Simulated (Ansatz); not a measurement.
BN (model structure, P6₂22, No. 180, 6 atoms in the cell), treated with r²SCAN in Ansatz (plane waves, PAW).

Numerical settings: plane-wave cutoff 560 eV, 18×18×6 k mesh (along the axes of the cell as run), Fermi–Dirac smearing 0.01 eV, scalar-relativistic PAW data made under PBE.

The cell is the one relaxed with PBE-D3(BJ). Conventional cell: a = 2.5952 Å, b = 2.5952 Å, c = 5.7994 Å, α = 90.00°, β = 90.00°, γ = 120.00°.

```
BN
1.0
    2.59520     0.00000     0.00000
   -1.29760     2.24751     0.00000
    0.00000     0.00000     5.79941
B N
3 3
Direct
  0.50000   0.00000   0.66667
  0.00000   0.50000   0.33333
  0.50000   0.50000   0.00000
  0.50000   0.00000   0.16667
  0.00000   0.50000   0.83333
  0.50000   0.50000   0.50000
```

Task: List the 16 lowest band energies at Γ above −25 eV (eV, relative to the valence band maximum), grouping those that round alike.

Result: At Γ: -22.38, -19.09 (×2), -7.71 (×2), -4.97, -2.14 (×2), -1.07 (×2), -0.78, 0.00, 7.42 (×2), 8.64 (×2).

Note: the relaxation could raise the start's symmetry but not lower it, so the cell can be a saddle point; cell and atoms aren't relaxed at this level (pressure 3.0 GPa).

A model structure was made by putting elements into a prototype or built by hand; it is no filed structure, need not be a known phase, and can be a saddle point held by its symmetry.

Ansatz is an electronic-structure program.
